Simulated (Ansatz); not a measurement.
The parent structure is WS$_{2}$ (space group P6_3/mmc, No. 194; a = 3.1541 Å, c = 12.1408 Å; layered, stacked along the Cartesian z axis). Axes: x lies along a and z along c of the hexagonal cell.

All numbers come from PBE-D3(BJ) (Ansatz, a first-principles code), without spin-orbit coupling.

Modification: uniaxial strain ε_zz = −1.20 %, all other strain components held at zero, atoms relaxed at fixed cell.

Task: What does the calculation give for the stress after the change?

Result: The stress (xx, yy, zz, yz, xz, xy; compression positive) is (0.14, 0.14, 0.88, 0.00, 0.00, 0.00) GPa.

Task: Predict the new energy relative to the base.

Result: The energy increases by 0.5 meV/atom.

No phonon test of stability was made.
